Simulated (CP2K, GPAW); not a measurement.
A GPAW input for a self-consistent single point of MnSnF₆ (R-3, 8 atoms in the cell) (DFT PBEsol, plane waves, GPAW PAW datasets PBEsol (made by gpaw-setup)):

```python
from ase import Atoms
from ase.units import GPa
from gpaw import GPAW, PW, FermiDirac

atoms = Atoms(['Mn', 'Sn', 'F', 'F', 'F', 'F', 'F', 'F'],
              cell=[[2.695883, 1.556469, 4.860316],
                    [-2.695883, 1.556469, 4.860316],
                    [0.000000, -3.112938, 4.860316]],
              scaled_positions=[[0.500000, 0.500000, 0.500000],
                                [0.000000, 0.000000, 0.000000],
                                [0.115750, 0.758617, 0.368150],
                                [0.884250, 0.241383, 0.631850],
                                [0.368150, 0.115750, 0.758617],
                                [0.631850, 0.884250, 0.241383],
                                [0.758617, 0.368150, 0.115750],
                                [0.241383, 0.631850, 0.884250]],
              pbc=True)

atoms.set_initial_magnetic_moments([4.0, 0.0, 0.0, 0.0, 0.0, 0.0, 0.0, 0.0])

calc = GPAW(spinpol=True,
            mode=PW(950),
            xc='PBEsol',
            kpts=(3, 3, 3),
            occupations=FermiDirac(0.01),
            nbands=-4,
            convergence={'density': 1e-05, 'energy': 1e-05, 'bands': -2},
            symmetry={'symmorphic': False, 'tolerance': 0.0005},
            maxiter=150,
            txt='-')

atoms.calc = calc

energy = atoms.get_potential_energy()
print('Energy (eV):', round(energy, 6))
forces = atoms.get_forces()
print('Forces (eV/Ang):')
print(forces.round(5))
stress = atoms.get_stress()
print('Stress (GPa, Voigt):', (stress / GPa).round(4))
```

Task: Write the same calculation as an input for CP2K.

Result: This is the input that was run; spellings and numerical settings could be chosen otherwise.

```
&GLOBAL
  PROJECT bulk
  RUN_TYPE ENERGY_FORCE
  PRINT_LEVEL MEDIUM
&END GLOBAL
&FORCE_EVAL
  METHOD Quickstep
  STRESS_TENSOR ANALYTICAL
  &DFT
    BASIS_SET_FILE_NAME BASIS_MOLOPT
    POTENTIAL_FILE_NAME GTH_POTENTIALS
    UKS T
    MULTIPLICITY 6
    &QS
      METHOD GPW
      EPS_DEFAULT 1E-11
    &END QS
    &MGRID
      CUTOFF 600
      REL_CUTOFF 40
      NGRIDS 5
    &END MGRID
    &SCF
      SCF_GUESS ATOMIC
      EPS_SCF 1E-7
      MAX_SCF 100
      ADDED_MOS 11 11
      &DIAGONALIZATION
        ALGORITHM STANDARD
      &END DIAGONALIZATION
      &MIXING
        METHOD BROYDEN_MIXING
        ALPHA 0.3
        NBUFFER 12
        BETA 1
      &END MIXING
      &SMEAR ON
        METHOD FERMI_DIRAC
        ELECTRONIC_TEMPERATURE [K] 116.05
      &END SMEAR
    &END SCF
    &KPOINTS
      SCHEME MONKHORST-PACK 3 3 3
    &END KPOINTS
    &XC
      &XC_FUNCTIONAL
        &PBE
          PARAMETRIZATION PBESOL
        &END PBE
      &END XC_FUNCTIONAL
    &END XC
    &PRINT
      &MO
        EIGENVALUES T
        OCCUPATION_NUMBERS T
        NDIGITS 8
        FILENAME mo
        &EACH
          QS_SCF 0
        &END EACH
        ADD_LAST NUMERIC
      &END MO
      &MULLIKEN ON
      &END MULLIKEN
    &END PRINT
  &END DFT
  &SUBSYS
    &CELL
      A 5.77174600 0.00000000 0.00000000
      B 3.25334500 4.76747300 0.00000000
      C 3.25334500 1.71856800 4.44694600
      PERIODIC XYZ
    &END CELL
    &COORD
      SCALED
      Mn       0.50000000     0.50000000     0.50000000
      Sn       0.00000000     0.00000000     0.00000000
      F        0.11575000     0.75861700     0.36815000
      F        0.88425000     0.24138300     0.63185000
      F        0.36815000     0.11575000     0.75861700
      F        0.63185000     0.88425000     0.24138300
      F        0.75861700     0.36815000     0.11575000
      F        0.24138300     0.63185000     0.88425000
    &END COORD
    &KIND Mn
      BASIS_SET DZVP-MOLOPT-SR-GTH-q15
      POTENTIAL GTH-PBE-q15
      MAGNETIZATION 4
    &END KIND
    &KIND Sn
      BASIS_SET DZVP-MOLOPT-SR-GTH-q4
      POTENTIAL GTH-PBE-q4
    &END KIND
    &KIND F
      BASIS_SET DZVP-MOLOPT-SR-GTH-q7
      POTENTIAL GTH-PBE-q7
    &END KIND
  &END SUBSYS
  &PRINT
    &FORCES ON
    &END FORCES
    &STRESS_TENSOR ON
    &END STRESS_TENSOR
  &END PRINT
&END FORCE_EVAL
```

Basis, cutoffs, solver keys and any potentials are the target program's own. This input uses DFT PBEsol, GPW, DZVP-MOLOPT-SR-GTH basis, GTH-PBE potentials (GTH_POTENTIALS).

The starting cell comes from a database of computed structures (which also holds hypothetical and non-ambient phases and stackings), without a prior relaxation at this level. Its lattice was rescaled by a random factor within 2.5 % of one.
